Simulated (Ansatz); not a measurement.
Cu on the 1x1 (110) surface of zinc-blende InP (cut with top plane In + P), one in a 2x1 cell, energies for each (50.2 Å²). Energies are against an atom of fcc Cu, without zero-point or thermal terms; each row is named by its start. No converged result for: 1 more start.

Host crystal: zinc-blende InP, with a band gap (PBE, scalar-relativistic without spin-orbit coupling).

Method: PBE (plane waves to 420 eV, PAW; Ansatz, an electronic-structure program).

Slab: 21 atoms, 8.9 Å thick at the start under the adsorbate (thin: gaps and levels are the slab's own); k 3x4x1, smearing 0.01 eV, dipole-corrected; 8 atoms held, the rest relaxed; each run with such symmetry as its start has; spin-polarised, no spin-orbit, no U, no dispersion correction.

A negative adsorption energy means that the adsorbate is more stable on the surface than in its reference. Starts that drift may end in the same place. Heights count from the host atoms within 0.3 Å of the top one. Moments of ungapped slabs depend on the mesh.

```json
[
 {"starting site": "top In (the adsorbate ended below the top plane of the host)", "E_ads (eV)": "1.08", "height (Å)": "-0.34", "nearest host atom (Å)": "P 2.36", "bonded to": "4 In + 3 P", "change of the vacuum step (eV)": "-0.04", "lateral drift (Å)": "2.8", "moment (μB)": "0.0"},
 {"starting site": "hollow In-In-P-P", "E_ads (eV)": "1.44", "height (Å)": "-0.03", "nearest host atom (Å)": "P 2.32", "bonded to": "3 In + P", "change of the vacuum step (eV)": "-0.03", "lateral drift (Å)": "0.2", "moment (μB)": "0.5"},
 {"starting site": "hollow beside P (the adsorbate ended below the top plane of the host)", "E_ads (eV)": "1.41", "height (Å)": "-1.52", "nearest host atom (Å)": "P 2.39", "bonded to": "3 In + 3 P", "change of the vacuum step (eV)": "-0.29", "lateral drift (Å)": "0.9", "moment (μB)": "0.1"},
 {"starting site": "bridge In-P (span 5.2 Å)", "E_ads (eV)": "1.08", "height (Å)": "-0.34", "nearest host atom (Å)": "P 2.36", "bonded to": "4 In + 3 P", "change of the vacuum step (eV)": "-0.05", "lateral drift (Å)": "1.3", "moment (μB)": "0.0"}
]
```
